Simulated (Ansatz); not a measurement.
Lattice constant a of PtSb (model structure, started from the CsCl type, Pm-3m, No. 221, 2 atoms in the cell) at several levels of theory

No measured value is used here.

| level (code) | value (Å) |
|---|---|
| LDA (Ansatz) | 3.350 |
| PBE (Ansatz) | 3.421 |
| PBE-D3(BJ) (Ansatz) | (withheld) |
| r²SCAN (Ansatz) | 3.398 |
| r²SCAN+rVV10 (Ansatz) | 3.382 |

### Question
Fill in the missing entries.

### Answer

- PBE-D3(BJ) (Ansatz, a program for electronic structure), value (Å): 3.375

The crystal itself was run without spin with LDA, PBE, PBE-D3(BJ), r²SCAN, r²SCAN+rVV10; a magnetic state was not tried in these runs. Density-functional levels without +SOC have no spin–orbit coupling. Cutoffs differ between the levels. Ansatz's density-functional and Hartree–Fock values are scalar-relativistic unless marked +SOC, with PAW data made under PBE.

A model structure was made by putting elements into a prototype or built by hand; it is no filed structure, need not be a known phase, and can be a saddle point held by its symmetry.
